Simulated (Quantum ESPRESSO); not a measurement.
Input and output of a self-consistent single point for CoAl (P1, 2 atoms in the cell) (Quantum ESPRESSO).

Level of theory: BLYP, PSlibrary PAW (PBE) pseudopotentials (plane waves; Quantum ESPRESSO).

```yaml
crystal:
  lattice:
    - [2.86000, 0.00000, 0.00000]
    - [0.00000, 2.86000, 0.00000]
    - [0.00000, 0.00000, 2.86000]
  atoms:
    - { symbol: Al, position: [0.50197, 0.49448, 0.49414] }
    - { symbol: Co, position: [0.99803, 0.00552, 0.00586] }
```

Reference input (self-consistent single point, DFT, PBEsol, plane waves, PSlibrary PAW (PBE) pseudopotentials): ecutwfc = 50 Ry; ecutrho = 300 Ry; occupations = smearing; smearing = cold; degauss = 0.019992 Ry; input_dft = pbesol; potentials = {Al: Al.pbe-n-kjpaw_psl.1.0.0.UPF, Co: Co.pbe-n-kjpaw_psl.1.0.0.UPF}; K_POINTS = automatic 12 12 12 0 0 0; conv_thr = 1e-11 Ry; mixing_beta = 0.4. This run's input differs from it in these lines:

```diff
@@ -17,3 +17,3 @@
  degauss = 0.019992
- input_dft = 'pbesol'
+ input_dft = 'blyp'
 /
```

Output (repeated stretches shortened):

```
     Self-consistent Calculation

     iteration #  1     ecut=    50.00 Ry     beta= 0.40

     total energy              =    -202.32127766 Ry
     estimated scf accuracy    <       0.29002046 Ry

     iteration #  2     ecut=    50.00 Ry     beta= 0.40
     Minimization algorithm failed to find Fermi energy: reverting to bisection
     Possible cause: smearing is larger than the electronic band-gap.

     total energy              =    -202.35318530 Ry
     estimated scf accuracy    <       1.12920908 Ry

     iteration #  3     ecut=    50.00 Ry     beta= 0.40

     total energy              =    -202.45726910 Ry
     estimated scf accuracy    <       0.01200334 Ry

   [... 8 blocks of this kind left out ...]

     iteration # 12     ecut=    50.00 Ry     beta= 0.40
     c_bands:  2 eigenvalues not converged

     total energy              =    -202.46176456 Ry
     estimated scf accuracy    <          6.9E-10 Ry

     iteration # 13     ecut=    50.00 Ry     beta= 0.40
     End of self-consistent calculation

     Number of k-points >= 100: set verbosity='high' to print the bands.

     the Fermi energy is    12.5804 ev

!    total energy              =    -202.46176456 Ry
     estimated scf accuracy    <          4.5E-12 Ry
     smearing contrib. (-TS)   =      -0.00063405 Ry
     internal energy E=F+TS    =    -202.46113051 Ry

     convergence has been achieved in  13 iterations

     Forces acting on atoms (cartesian axes, Ry/au):

     atom    1 type  1   force =    -0.00280606    0.00783652    0.00830406
     atom    2 type  2   force =     0.00280606   -0.00783652   -0.00830406

     Total force =     0.016628     Total SCF correction =     0.000000

          total   stress  (Ry/bohr**3)                   (kbar)     P=       28.61
   0.00019655  -0.00000410  -0.00000434           28.91       -0.60       -0.64
  -0.00000410   0.00019366   0.00001212           -0.60       28.49        1.78
  -0.00000434   0.00001212   0.00019323           -0.64        1.78       28.43

   JOB DONE.
```

The run converged in 13 iterations. Against the reference run the pressure goes from -7.13 to 2.86 GPa and the largest force goes from 0.333 to 0.302 eV/Å.

The starting cell has typed, rounded lattice constants, without a prior relaxation at this level. Its atoms were displaced at random from the sites of space group no. 221. Spin polarisation is off.

Cost on one core of a shared machine: roughly 3 min.
